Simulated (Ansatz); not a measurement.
Functionals compared on the (100) surface of rock-salt TiN, Ru on all Ti sites of the top plane (bottom of the slab: a bare face, its two planes held), in Ansatz (plane waves, PAW). The structure was relaxed with PBE; the other rows are single points on it. Cutoff 420 eV (500 eV for r2SCAN).

Set-up: 12 atoms, 10.5 Å thick at the start with caps and adatoms (thin: gaps and levels are the slab's own); mesh 12x12x1; 0.1 eV smearing; dipole correction on; 4 atoms held, the rest relaxed; held to the start's symmetry, so lower structures may exist; no spin, no spin-orbit, no U. In PBE it lies 0.52 eV a 1x1 cell over the lowest computed structure of the same composition (Ru on all Ti sites of the second plane). These notes are the PBE run's.

| functional | work function of the top face (eV) | rough cost of the single point |
|---|---|---|
| PBE | 4.47 | – |
| r2SCAN | … | roughly 50 core-seconds |

Complete the blanks.


- r2SCAN, work function of the top face (eV): 4.43

Ansatz is an electronic-structure program.
